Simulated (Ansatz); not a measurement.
LiSrH₃ (model structure, from the BaLiH3 type, Pm-3m, No. 221) was calculated with G0W0@PBEsol (Ansatz, an electronic-structure program, plane waves, hard PAW, contour deformation).

The cell is the one relaxed with PBEsol. Conventional cell: a = 3.7522 Å, b = 3.7522 Å, c = 3.7522 Å, α = 90.00°, β = 90.00°, γ = 90.00°.

The quasiparticle gap at Γ at a fixed k mesh 2×2×2:

| response cutoff | value (eV) |
|---|---|
| 200 eV, 623 empty bands | 7.960 |
| 250 eV, 871 empty bands | 7.973 |
| 300 eV, 1145 empty bands | 7.981 |
| 400 eV, 1763 empty bands | 7.989 |

Problem. Taking the value to converge with the response cutoff E as E^(−3/2), extrapolate from the last two rows.

Solution. With y = y∞ + c/w and weights w = 5196 and 8000 for the last two rows, y∞ = (w2 y2 − w1 y1)/(w2 − w1) = (8000 × 7.989 − 5196 × 7.981)/2804 = 8.004 eV, which lies 0.015 beyond the last row. Successive pairs of rows give 8.006, 8.006, 8.004. The limit also hangs on the law assumed, so its last digits aren't firm.

The other settings are not extrapolated, so this is the limit in one setting alone.

The smallest gap on this mesh is 2.91 eV, away from Γ.

Spin–orbit coupling is not included.

A model structure was made by putting elements into a prototype or built by hand; it is no filed structure, need not be a known phase, and can be a saddle point held by its symmetry.
